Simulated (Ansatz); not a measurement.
## Seebeck coefficient of heavily doped p-type GaSb (F-43m)

GaSb (F-43m), p-type; conventional cell a = 6.1117 Å, b = 6.1117 Å, c = 6.1117 Å, α = 90.00°, β = 90.00°, γ = 90.00°. Calculation: r2SCAN with spin-orbit coupling, rigid bands (plane waves, PAW; Ansatz, an electronic-structure program). Geometry: cell and atoms relaxed with PBEsol. Sums run over bands interpolated from the self-consistent mesh; computed gap 0.28 eV. |S| is the size of the Seebeck coefficient, averaged over directions. Temperature 300 K; every row lies over 1.5 times the effective density of states N_v. For a degenerate gas in one parabolic band with a constant relaxation time, |S| = π²k_B²T·m*/(eħ²(3π²n)^(2/3)), a line through zero in x = (n/10¹⁹ cm⁻³)^(-2/3) with slope 650 μV/K × m*/mₑ.

```csv
hole density (cm⁻³),x,|S| (μV/K)
1e19,1.000,?
3e19,0.481,119
1e20,0.215,65
3e20,0.104,40
1e21,0.046,26
```

Problem. Fit |S| against x with a straight line, and predict the withheld value at x = 1.000.

Solution. With u = x - 0.21, the rows have u = 0.27100, 0.00500, -0.10600, -0.16400. Means: u 0.0015000, |S| 62.5. About the means, the sum of products is 23.695 and the sum of squares of u is 0.11159; the slope is their ratio. Least squares gives |S| = 62.2 + 212.3·u. Residuals (row less fit): -0.7, 1.7, 0.3, -1.4; standard error 1.7 (degrees of freedom: 2). The slope gives m* ≈ 212.3/650 = 0.33 mₑ, and the line's value at x = 0 is 18 μV/K, where the simple form has zero. At the withheld row, u = 0.79000, so |S| = 62.2 + 212.3 × 0.79000 = 229.9 μV/K. The calculation gives 192 μV/K, 37.9 μV/K below the prediction (22.8 % of the range of |S| in the table). The row lies outside the fitted rows, so this is an extrapolation. From the scatter of the fitted rows alone, a prediction at this place has a standard error of 4.4 μV/K, so the miss is 8.7 times that.

 The withheld row is the least degenerate, at 1.5 times N_v. From the dilute limit the run's density-of-states mass is 0.41 mₑ. Within a few times N_v even one parabolic band lies under the degenerate line, which lowers the slope and lifts the intercept; non-parabolic bands and further valleys enter both too. Series that bend far from a line aren't tabulated. Rigid bands with a gap fixed in temperature, one relaxation time for all states and one kind of carrier; polarons and phonon drag are left out, and so is whether such doping can be reached.
